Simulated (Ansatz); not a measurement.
An Ansatz (a program for electronic structure) run: LaReN3; PBEsol (Ansatz, PAW, no SOC).

Input:

Ansatz 0.2 input:
```yaml
crystal:
  lattice:
    - [2.7768918886, 1.6032392794, 4.509245993]
    - [-2.7768918886, 1.6032392794, 4.509245993]
    - [0, -3.2064785587, 4.509245993]
  atoms:
    - { symbol: La, position: [0.75, 0.75, 0.75] }
    - { symbol: La, position: [0.25, 0.25, 0.25] }
    - { symbol: Re, position: [0, 0, 0] }
    - { symbol: Re, position: [0.5, 0.5, 0.5] }
    - { symbol: N, position: [0.25, 0.7841715183, 0.7158284817] }
    - { symbol: N, position: [0.75, 0.2158284817, 0.2841715183] }
    - { symbol: N, position: [0.7158284817, 0.25, 0.7841715183] }
    - { symbol: N, position: [0.2841715183, 0.75, 0.2158284817] }
    - { symbol: N, position: [0.7841715183, 0.7158284817, 0.25] }
    - { symbol: N, position: [0.2158284817, 0.2841715183, 0.75] }
basis: { ecutwfc: 420, ecutrho_ratio: 4, xc_grid: 2, fft_grid_basis: typed }
kpoints: { mp_grid: { grid: [10, 10, 10] } }
hamiltonian:
  xc: pbesol
  dispersion: none
  pseudopotentials: { kind: paw }
scf: { occupations: { method: fermi_dirac, width: 0.05 }, convergence: { dr2_threshold: 0.000000001 } }
output: { forces: true, stress: true }
```

Output:

```
WARN ansatz: RAYON_NUM_THREADS=4 ignored (pool sized by the plan → 4); use --threads N
Pseudopotentials: kind: paw
Pseudopotential: La, paw, valence charge 11
Pseudopotential: Re, paw, valence charge 15
Pseudopotential: N, paw, valence charge 5
Functional definition: PBEsol
Crystal: 10 atoms, lattice volume = 120.452 Å³
Basis set: ecut = 420 eV, 2379 PW (Γ), exchange–correlation on 80×80×80 points (8 copies of the dense FFT grid, shifted against one another)
Bands: 51, of which v1, the nominal top of the filled ones, is band 41 counted from 1 (40 counted from 0)
Symmetry: 12 space group operations
Space group: R-3c (ITA 167), of the structure as read, at distance tolerance 4.9e-5 Å
k-points: 116 of 1000
PAW frozen core: La, regenerated for the run's functional, and the local potential with it
PAW frozen core: Re, regenerated for the run's functional, and the local potential with it
PAW frozen core: N, regenerated for the run's functional, and the local potential with it
Initial density: superposition of atomic densities (neutral atoms: chi_scale 0, normalization atom), corrected by the library's trained network
Initial wavefunctions: pseudopotential atomic-orbital guess
Eigensolver: davidson
Functional: x = pbesol(κ = 0.804, μ = 0.12345679012345678), c = pbesol(β = 0.046)
SCF iter   1: F=—  HF=-36077.089469 eV  |F-HF|=—  |Δ(HF+E_count)|=         —  Δρ=9.66e-3  dr2=9.35e-2  ethr=1.77e-3  ⟨swp⟩=5.3  Hψ=22138  notcnv=0  defer=41
all-band conjugate gradients solve this SCF's bands
preconditioner: auto → Kerker (q_TF=auto, 2.559 Å⁻¹)
SCF iter   2: F=—  HF=-36077.066546 eV  |F-HF|=—  |Δ(HF+E_count)|=   2.29e-2  Δρ=4.75e-3  dr2=2.39e-2  ethr=1.14e-4  ⟨swp⟩=3.5  Hψ=12669  notcnv=0  defer=291
SCF iter   3: F=—  HF=-36077.060223 eV  |F-HF|=—  |Δ(HF+E_count)|=   6.32e-3  Δρ=6.70e-4  dr2=3.89e-4  ethr=2.91e-5  ⟨swp⟩=3.3  Hψ=11201  notcnv=0  defer=291
SCF iter   4: F=—  HF=-36077.060257 eV  |F-HF|=—  |Δ(HF+E_count)|=   3.36e-5  Δρ=2.10e-4  dr2=3.75e-5  ethr=4.75e-7  ⟨swp⟩=2.9  Hψ=9852  notcnv=0  defer=291
SCF iter   5: F=—  HF=-36077.060259 eV  |F-HF|=—  |Δ(HF+E_count)|=   2.22e-6  Δρ=4.33e-5  dr2=2.34e-6  ethr=4.57e-8  ⟨swp⟩=2.5  Hψ=10460  notcnv=0  defer=291
SCF iter   6: F=—  HF=-36077.060259 eV  |F-HF|=—  |Δ(HF+E_count)|=   4.31e-7  Δρ=9.73e-6  dr2=1.08e-7  ethr=2.85e-9  ⟨swp⟩=2.2  Hψ=8900  notcnv=0  defer=291
SCF iter   7: F=—  HF=-36077.060259 eV  |F-HF|=—  |Δ(HF+E_count)|=   2.04e-8  Δρ=2.26e-6  dr2=7.34e-9  ethr=1.32e-10  ⟨swp⟩=2.0  Hψ=8256  notcnv=0  defer=291
SCF iter   8: F=-36077.060259 eV  HF=-36077.060259 eV  |F-HF|=3.64e-11  |Δ(HF+E_count)|=  7.71e-10  Δρ=4.34e-7  dr2=2.47e-10  ethr=1.22e-12  ⟨swp⟩=5.0  Hψ=21788  notcnv=0
SCF 1 converged in 8 iterations: F = -36077.060259 eV  dr2 = 2.47e-10
SCF converged after 8 iterations
Free energy (F): -36077.060259 eV
Harris-Foulkes:  -36077.060259 eV  (|F-HF|=3.64e-11)
Internal energy: -36077.037260 eV  (E = F + TS)
E sigma→0 (E₀):  -36077.048760 eV
Entropy (-TS):   -0.022999 eV (-2.300 meV/atom)
Fermi energy:    16.129985 eV
--- Per-component energies (eV) ---
  E_band       = -172.905065
  E_kinetic    = 2251.414430
  E_local      = -3796.328606  (includes V_loc(G=0)·N_el)
  E_nonlocal   = 566.368913
  E_hartree    = 1351.239969
  E_xc         = -1439.401336
  E_vxc        = -1362.380706  (∫ρ·V_xc dr)
  E_paw        = -28452.638974  (= ΣΔE_a)
  E_vpaw       = -534.459634  (= ΣTr[D̂ρ^β])
  E_aug_tail   = 0.000393  (compensation charges beyond the density's cutoff)
  E_ewald      = -6558.666184
  E_core_change = 0.974135  (= ΣΔE_core)
  E_smearing   = -0.022999  (= −TS)
  E_closure    = -0.000000  (closes the sum)
  Σ components = -36077.060259   (vs F -36077.060259, Δ=0.00e0)
  [band-id]    e_kinetic+e_local+e_nonlocal+2·e_hartree+e_vxc+e_vpaw+e_augmentation_tail = -172.905271   (vs E_band -172.905065, Δ=-2.06e-4)
--- Forces (eV/Å), atoms counted from 1 ---
  atom   1  La    -0.00000000    -0.00000000    -0.00000000
  atom   2  La     0.00000000     0.00000000     0.00000000
  atom   3  Re     0.00000000    -0.00000000    -0.00000000
  atom   4  Re     0.00000000     0.00000000     0.00000000
  atom   5  N      0.00004838    -0.00008380     0.00000000
  atom   6  N     -0.00004838     0.00008380    -0.00000000
  atom   7  N      0.00004838     0.00008380    -0.00000000
  atom   8  N     -0.00004838    -0.00008380     0.00000000
  atom   9  N     -0.00009677     0.00000000     0.00000000
  atom  10  N      0.00009677     0.00000000     0.00000000
  max |Σ_I F_I| component: 4.63e-18 eV/Å
--- Stress (GPa, compression-positive) ---
       -0.002401      -0.000000      -0.000000
       -0.000000      -0.002401       0.000000
       -0.000000       0.000000       0.006834
  P = ⅓ Tr σ = 0.0007 GPa (0.007 kbar)
  The stress holds the Pulay correction. Without it, at fixed plane waves, as pw.x and ABINIT print it: P = -0.5006 GPa
  The stress includes an estimate of the error left by incomplete SCF convergence (largest component -0.0001 GPa).
--- Band table ---
  band table: none
```

Whether these cells are dynamically stable was not tested. The final runs are not spin-polarised. The cell is LaReN$_{3}$ (space group R-3c, No. 167; a cell from a computed database, its experimental status unchecked).
